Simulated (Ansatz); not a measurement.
# Pressure series in Mg2Sn

Take Mg2Sn (space group Fm-3m, No. 225; a = 6.816 Å) as the base.

Cell and atoms are relaxed at each pressure.

All numbers come from Ansatz (a program for electronic structure), PBE, PAW, cutoff 420 eV, no spin-orbit coupling.

Notes on the quantities. enthalpy: H = E + PV relative to the base's energy.

```csv
case,lattice parameter a,enthalpy
base,6.816 Å,–
pressure −2 GPa,6.944 Å,-0.34 eV/atom
pressure −1 GPa,6.876 Å,-0.17 eV/atom
pressure 1.8 GPa,6.725 Å,+0.29 eV/atom
pressure 4.2 GPa,6.623 Å,+0.66 eV/atom
pressure 9 GPa,6.466 Å,+1.36 eV/atom
pressure 18 GPa,6.255 Å,+2.56 eV/atom
pressure 30 GPa,6.059 Å,+4.01 eV/atom
pressure 45 GPa,?,+5.67 eV/atom
pressure 60 GPa,5.746 Å,+7.20 eV/atom
```

**Question.** Complete the table.

**Answer.** 
- pressure 45 GPa, lattice parameter a: 5.882 Å

Load acts through the strain it causes; cell and atoms are relaxed under it. No phonon test of stability was made. No other phases were tried under pressure.
